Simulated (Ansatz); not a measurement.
The starting structures come from a database of crystals and need not be the phases stable at ambient conditions.

Here is the system:

```xyz
2
Lattice="3.4438 0.0000 0.0000 -1.7219 2.9824 0.0000 1.7219 -0.9941 2.8119" Properties=species:S:1:pos:R:3 pbc="T T T"
Be     0.0000     0.0000     0.0000
S      3.4438     0.0000     2.1089
```

Space group of this cell: F-43m, zinc blende. The cell is taken as given.

Calculation: r2SCAN (plane waves, PAW; Ansatz, a program for electronic structure).

The current runs along the normal of the first two printed vectors; no spin-orbit coupling. Scaled by the factor s: all lengths (ions clamped). The meshes follow the cell: 12×12×12 and 12×12 across at s = 0.98, 10×10×10 and 12×12 across at s = 1.00, 10×10×10 and 12×12 across at s = 1.02.

| s | mean pressure (GPa) | band gap (eV) |
|---|---|---|
| 0.98 | 6.5 | 3.45 |
| 1.00 | -0.1 | 3.59 |
| 1.02 | -5.3 | ? |

Task: Take the slope of the band gap against ln s from the two given rows, extrapolate to s = 1.02, and say what the run there gives.

Result: Slope = (3.45 − 3.59) / ln 0.98 = 6.93 eV. The line gives 3.59 + (6.93) × ln 1.02 = 3.73 eV. The run gives 3.71 eV, 0.02 eV under the line, 13 % of the predicted step.
